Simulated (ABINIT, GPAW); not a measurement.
An ABINIT input for a self-consistent single point of Hf4AlSi (I422, 6 atoms in the cell) (DFT, PBEsol, plane waves, norm-conserving pseudopotentials (PseudoDojo nc-sr-04 PBEsol standard)):

```
# Hf4AlSi, PseudoDojo nc-sr-04 PBEsol standard
pp_dirpath "./"
pseudos "Hf.upf, Al.upf, Si.upf"
acell 3*1.0 Angstrom
rprim
        -3.3295300000    3.3295300000    2.6073500000
         3.3295300000   -3.3295300000    2.6073500000
         3.3295300000    3.3295300000   -2.6073500000
natom 6
ntypat 3
znucl 72 13 14
typat 1 1 1 1 2 3
xcart
         4.3559575084    1.0264275084    1.3036750000
        -1.0264275084    4.3559575084    1.3036750000
         2.3031024916   -1.0264275084    1.3036750000
         1.0264275084    2.3031024916    1.3036750000
         0.0000000000    0.0000000000    2.6073500000
         0.0000000000    0.0000000000    0.0000000000
      Angstrom
ecut 29
occopt 7
tsmear 0.1 eV
nband 36
kptopt 1
ngkpt 6 6 6
nshiftk 1
shiftk 0 0 0
nstep 60
tolvrs 1.0e-12
prtwf 0
prtden 0
enunit 2
```

**Question.** Translate this input to GPAW.

**Answer.** One input that does it (others would too):

```python
from ase import Atoms
from ase.units import GPa
from gpaw import GPAW, PW

atoms = Atoms(['Hf', 'Hf', 'Hf', 'Hf', 'Al', 'Si'],
              cell=[[-3.329530, 3.329530, 2.607350],
                    [3.329530, -3.329530, 2.607350],
                    [3.329530, 3.329530, -2.607350]],
              scaled_positions=[[0.404140, 0.904140, 0.808280],
                                [0.904140, 0.095860, 0.500000],
                                [0.095860, 0.595860, 0.191720],
                                [0.595860, 0.404140, 0.500000],
                                [0.500000, 0.500000, 0.000000],
                                [0.000000, 0.000000, 0.000000]],
              pbc=True)

calc = GPAW(mode=PW(600),
            xc='PBEsol',
            kpts={'size': (6, 6, 6), 'gamma': True},
            occupations={'name': 'methfessel-paxton', 'width': 0.1, 'order': 0},
            nbands=-10,
            symmetry={'symmorphic': False, 'tolerance': 0.0005},
            maxiter=150)

atoms.calc = calc

energy = atoms.get_potential_energy()
print('Energy (eV):', round(energy, 6))
forces = atoms.get_forces()
print('Forces (eV/Ang):')
print(forces.round(5))
stress = atoms.get_stress()
print('Stress (GPa, Voigt):', (stress / GPa).round(4))
```

Basis, cutoffs, solver keys and any potentials are the target program's own. This input uses DFT PBEsol, plane waves, GPAW PAW datasets PBEsol (made by gpaw-setup). Both were run: pressure -1.93 GPa in ABINIT and -1.65 in GPAW.

On GPAW: the starting cell comes from a database of computed structures (which also holds hypothetical and non-ambient phases and stackings), without a prior relaxation at this level.

On ABINIT: the starting cell comes from a database of computed structures (which also holds hypothetical and non-ambient phases and stackings), without a prior relaxation at this level.
